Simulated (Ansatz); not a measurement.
Defect migration in bcc Nb: W-vacancy pair (W on one host Nb site, one Nb site vacant), neutral cell. The step: direct exchange of W with the vacancy (W-vacancy distance between ideal sites 2.87 Å throughout); the atom moves 2.97 Å along (0.51, 0.51, 0.53) of the unit cell; the moving atom starts with neighbours 2 Nb at 2.79, Nb at 2.82, 3 Nb at 2.83, Nb at 2.84, 2 Nb at 3.26, Nb at 3.29, 2 Nb at 3.30, Nb at 3.34 Å and ends with 2 Nb at 2.79, Nb at 2.82, 3 Nb at 2.83, Nb at 2.84, 2 Nb at 3.26, Nb at 3.29, 2 Nb at 3.30, Nb at 3.34 Å. A PBE band in Ansatz (plane-wave PAW, a 2×2×3 k-point mesh shifted by half a step, 36 host sites, 37 SCF runs with any check of the saddle's order, static, no finite-size correction) gives a forward barrier of 1.02 eV. The saddle point's order was not checked, and it lies on a symmetry element of the cell, where a band can be held. Forms of the defect that were not tried may lie lower. The start lies 0.34 eV above the lowest site run (PBE).

Single points at the band's start and saddle point can refine it. Rough cost of one point, in units of the band's mean SCF on the same machine:

```
Level                                                          Cost of one point
-------------------------------------------------------------  -----------------
PBE, a 3×3×4 k-point mesh shifted by half a step                         about 3
r2SCAN at 500 eV, a 2×2×3 k-point mesh shifted by half a step            about 3
```

### Question
Which of these move the barrier by more than 0.1 eV, and how far does each move it?

### Answer
PBE, a 3×3×4 k-point mesh shifted by half a step: +0.15 eV; r2SCAN at 500 eV, a 2×2×3 k-point mesh shifted by half a step: +0.04 eV. Each functional is compared with PBE at the same k-points.

Ansatz is an electronic-structure program.
